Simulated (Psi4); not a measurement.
Psi4 1.11, PBE0/def2-svp: W(S)2(F)(OH) ([OH][W]([F])(=[S])=[S]), 6 atoms. The geometry is a generated start, not checked to be a minimum at this level.

| Property | Value |
|---|---|
| task | energy |
| method | pbe0 |
| basis | def2-svp |
| memory | 3 GB |
| maxiter | 100 |
| keys of the molecule block | symmetry c1 |
| scf_type | df (default) |
| guess | auto, which took SAD (default) |
| scf_initial_accelerator | adiis (default) |
| e_convergence | 1e-06 (default) |
| d_convergence | 1e-06 (default) |
| dft_radial_points | 75 (default) |
| dft_spherical_points | 302 (default) |
| effective core potentials | those of the basis set, past Kr |
| basis functions | 101 |
| grid points | 130540 |

```xyz
6

W      0.1950     0.3257    -0.0223
S      1.6567     0.0034    -1.6041
S      1.3065     0.3020     1.8494
F     -0.4046     2.0690    -0.2351
O     -1.0814    -0.9675    -0.0272
H     -1.6721    -1.7326     0.0393
```

Charge 0 and multiplicity 1 are set for this test and not shown to be the ground state.

One run each on 2 threads. Values of diis_max_vecs tried: 3, 6, 10 (default), 20.

How does the count of SCF iterations change with diis_max_vecs, and where is it least?

Fewest SCF iterations, within one of each other: 10 (default) with 11, 20 with 11. The count rises to 27 at 3. All converge to one solution.

```
diis_max_vecs  SCF iterations            end
-------------  --------------  -------------
3                          27  same solution
6                          13  same solution
10 (default)               11  same solution
20                         11  same solution
```
